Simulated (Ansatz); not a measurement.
# Convergence study of the plane-wave cutoff for Hg (Imma, 2 atoms in the cell)

```xyz
2
Lattice="-2.9151 2.9151 1.5647 2.9151 -2.9151 1.5647 2.9151 2.9151 -1.5647" Properties=species:S:1:pos:R:3 pbc="T T T"
Hg     0.0000     2.9151     0.8323
Hg     0.0000     0.0000     0.0000
```

Computed with LDA (PW92), default PAW files made with PBE (plane waves; Ansatz, a program for electronic structure).

Base settings: basis.ecutwfc = 30.9 Ry; kpoints.mp_grid.grid = 8 8 8; hamiltonian.xc = lda; hamiltonian.pseudopotentials = {kind: paw} (the program's default PAW files); scf.occupations.method = gaussian; scf.occupations.width = 0.0073 Ry.

The second cell is the first with its lattice scaled by 0.98.

The mesh stays at the base's, so the ladder's end is converged at best in this setting alone.

The first pressure column holds Ansatz's estimate of the finite-basis (Pulay) stress, which hides part of the cutoff error; the other is without it.

Only quantities that move along the ladder and can be compared are tabulated.

The count of work is k-points × plane waves × bands × iterations; it is no time. 

The starting cell comes from a database of computed structures (which also holds hypothetical and non-ambient phases and stackings), without a prior relaxation at this level. Its lattice was rescaled by up to half a per cent. One atom was moved a little off its site on purpose. In the base run, with a pressure of about -4 GPa the cell is away from its equilibrium volume at this level.

Steps (basis.ecutwfc): 10.7 Ry; 12.5 Ry; 14 Ry; 15.4 Ry; 16.9 Ry; 18.4 Ry; 21.7 Ry; 24.6 Ry; 27.9 Ry; 30.9 Ry; 33.8 Ry; 37.1 Ry; 41.5 Ry; 46.3 Ry; 54 Ry; 61.7 Ry; 74.2 Ry.

What is the coarsest basis.ecutwfc that holds the pressure within 0.05 GPa of the last step, with all finer ones?

24.6 Ry, at 0.19 of the last step's count of work; the step before is off by 0.12 GPa.

What is the coarsest basis.ecutwfc that holds the forces within 0.02 eV/Å of the last step, with all finer ones?

21.7 Ry, at 0.16 of the last step's count of work; the step before is off by 0.025 eV/Å.

What is the coarsest basis.ecutwfc that holds the pressure without the Pulay estimate within 0.5 GPa of the last step, with all finer ones?

27.9 Ry, at 0.23 of the last step's count of work; the step before is off by 1.4 GPa.

| basis.ecutwfc | free energy less the last step's (meV/atom) | energy of the compressed cell less the first (meV/atom) | pressure (GPa) | pressure without the Pulay estimate (GPa) | largest difference of a force vector from the last step's (eV/Å) | count of work / last |
|---|---|---|---|---|---|---|
| 10.7 Ry | 67420.69 | 101.21 | -23.90 | -1281.74 | 0.188 | 0.085 |
| 12.5 Ry | 30285.65 | -59.07 | -10.29 | -707.14 | 0.067 | 0.091 |
| 14 Ry | 14899.41 | -10.25 | -1.28 | -410.40 | 0.073 | 0.094 |
| 15.4 Ry | 7326.50 | 50.34 | -0.03 | -236.20 | 0.050 | 0.12 |
| 16.9 Ry | 3267.62 | 10.03 | -1.52 | -125.73 | 0.014 | 0.13 |
| 18.4 Ry | 1367.95 | -25.44 | -4.56 | -64.26 | 0.025 | 0.15 |
| 21.7 Ry | 164.14 | -39.16 | -4.59 | -14.74 | 0.000 | 0.16 |
| 24.6 Ry | 16.42 | -36.54 | -4.44 | -5.83 | 0.000 | 0.19 |
| 27.9 Ry | 2.32 | -36.87 | -4.47 | -4.51 | 0.000 | 0.23 |
| 30.9 Ry | 1.73 | -36.93 | -4.47 | -4.50 | 0.000 | 0.27 |
| 33.8 Ry | 0.96 | -36.92 | -4.47 | -4.50 | 0.000 | 0.31 |
| 37.1 Ry | 0.50 | -36.92 | -4.47 | -4.48 | 0.000 | 0.36 |
| 41.5 Ry | 0.32 | -36.92 | -4.47 | -4.48 | 0.000 | 0.41 |
| 46.3 Ry | 0.14 | -36.92 | -4.47 | -4.48 | 0.000 | 0.49 |
| 54 Ry | 0.06 | -36.92 | -4.47 | -4.47 | 0.000 | 0.62 |
| 61.7 Ry | 0.04 | -36.92 | -4.47 | -4.47 | 0.000 | 0.77 |
| 74.2 Ry | 0.00 | -36.92 | -4.47 | -4.47 | 0.000 | 1.0 |

The energy difference between the two cells stays within 1 meV/atom of the last step's from 24.6 Ry on, the total only from 33.8 Ry on: much of the error is common to both cells and cancels.

At the lowest cutoff the pressure without the Pulay estimate lies 1280 GPa under the last step's, the usual sign of Pulay stress in an incomplete plane-wave basis.

Keys are those of Ansatz 0.2.
